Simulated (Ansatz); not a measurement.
## What biaxial strain +2.11 %, plane normal [001], relaxed out of plane does to CoPdO2

Consider CoPdO2 (space group R-3m, No. 166; a = 2.826 Å, c = 17.754 Å (hexagonal axes); not spin-polarised; relaxed with 0.1 eV smearing). Axes: x lies along a and z along c of the hexagonal cell.

Modification: biaxial strain +2.11 %, plane normal [001], relaxed out of plane (Cartesian); in-plane vectors clamped, the third vector and the atoms free.

Computed with r2SCAN, PAW, 500 eV (Ansatz, an electronic-structure program; without spin-orbit coupling). Γ-centred 21×21×21 mesh, Fermi–Dirac width 0.1 eV.

```json
[
 {"quantity": "volume per atom", "base": "10.23 Å³", "changed": "10.56 Å³", "shift": "+0.33 Å³"},
 {"quantity": "shortest interatomic distance", "base": "3.576 bohr", "changed": "3.610 bohr", "shift": "+0.034 bohr"},
 {"quantity": "energy relative to the base (free energy F)", "base": "0 meV/atom", "changed": "+11 meV/atom", "shift": "+11 meV/atom"},
 {"quantity": "pressure (mean of the normal stresses, compression positive)", "base": "0.0 GPa", "changed": "-5.3 GPa", "shift": "-5.3 GPa"},
 {"quantity": "band gap", "base": "zero", "changed": "zero", "shift": "–"},
 {"quantity": "out-of-plane strain", "base": "–", "changed": "-0.96 %", "shift": "–"},
 {"quantity": "ratio −ε⊥/ε∥", "base": "–", "changed": "0.46", "shift": "–"},
 {"quantity": "mean in-plane stress (compression positive)", "base": "–", "changed": "-8.0 GPa", "shift": "–"}
]
```

Cost of the whole job for the changed cell (relaxation, final SCF and bands): around 11 core-minutes (rough).

Whether these cells are dynamically stable was not tested. Starting moments died away, wholly or in part, for the base; another magnetic solution may exist. No Hubbard U is applied and the magnetic state is the run's own (CoPdO2 not spin-polarised; CoPdO2 non-magnetic); small cells can't hold the antiferromagnetic order that many such compounds have, so gaps and moments can be off. All final runs are without spin polarisation. An odd electron count without spin: CoPdO2.
